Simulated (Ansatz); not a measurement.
Partial pair distribution functions of a relaxed model of amorphous silicon oxide (Si24O47), broadened by 0.06 Å; density 2.20 g/cm³. All values below come from PBE, scalar-relativistic without spin-orbit coupling (plane waves to 420 eV, PAW; Ansatz, a program for electronic structure). The usual formal charges leave 2 electrons over, so the level spacing at the Fermi energy parts defect or band states and needn't be the band gap.

It comes from a melt-quench run on a machine-learned potential (CHGNet), relaxed afterwards by DFT. O atoms were pushed apart under 1.9 Å during the dynamics, to hinder bonds among them. The hot cell started wider than the set density and was brought back towards it in steps. It is the lowest in DFT energy of 2 quenches. It is a model cell: composition and starting density were chosen by hand, and all elements were melted together. No dispersion term was used. Its density started from a set value of 2.25 and ended at 2.20 g/cm³. The quench (nominally 150 K/ps over its main leg) was far faster than any real one, so the model tends to hold more defects than a real film. Values belong to this one cell and scatter from quench to quench. The volume was free in the relaxation, at fixed shape. Stress components on the final sampling reach 1.7 GPa.

| r (Å) | g Si-O | g Si-Si | g O-O |
|---|---|---|---|
| 1.35 | 0.00 | 0.00 | 0.00 |
| 1.45 | 0.28 | 0.00 | 0.00 |
| 1.55 | 7.10 | 0.00 | 0.00 |
| 1.65 | 15.18 | 0.00 | 0.00 |
| 1.75 | 3.73 | 0.00 | 0.00 |
| 1.85 | 0.48 | 0.00 | 0.00 |
| 1.95 | 0.04 | 0.00 | 0.00 |
| 2.05 | 0.00 | 0.00 | 0.00 |
| 2.15 | 0.00 | 0.00 | 0.00 |
| 2.25 | 0.00 | 0.00 | 0.00 |
| 2.35 | 0.00 | 0.01 | 0.05 |
| 2.45 | 0.00 | 0.17 | 0.38 |
| 2.55 | 0.00 | 0.30 | 2.97 |
| 2.65 | 0.04 | 0.43 | 6.79 |
| 2.75 | 0.08 | 0.88 | 4.01 |
| 2.85 | 0.13 | 2.84 | 1.09 |
| 2.95 | 0.28 | 3.90 | 0.43 |
| 3.05 | 0.46 | 3.86 | 0.29 |
| 3.15 | 0.56 | 2.81 | 0.44 |
| 3.25 | 0.64 | 1.14 | 0.49 |
| 3.35 | 0.58 | 0.27 | 0.50 |
| 3.45 | 1.02 | 0.02 | 0.33 |
| 3.55 | 1.32 | 0.00 | 0.51 |
| 3.65 | 1.12 | 0.00 | 0.50 |
| 3.75 | 1.36 | 0.08 | 0.50 |
| 3.85 | 1.58 | 0.11 | 0.76 |
| 3.95 | 1.55 | 0.02 | 0.81 |
| 4.05 | 1.45 | 0.24 | 0.82 |
| 4.15 | 1.70 | 0.55 | 0.87 |
| 4.25 | 1.76 | 0.60 | 0.96 |
| 4.35 | 1.14 | 1.26 | 0.85 |
| 4.45 | 0.70 | 1.00 | 0.89 |
| 4.55 | 0.51 | 1.03 | 0.97 |
| 4.65 | 0.59 | 0.95 | 1.01 |
| 4.75 | 0.63 | 0.75 | 1.20 |
| 4.85 | 0.80 | 0.73 | 1.41 |
| 4.95 | 0.90 | 1.32 | 1.33 |
| 5.05 | 0.85 | 1.97 | 1.32 |
| 5.15 | 0.80 | 1.90 | 1.47 |

Within 1.98 Å each Si has 3.96 O neighbours on average.
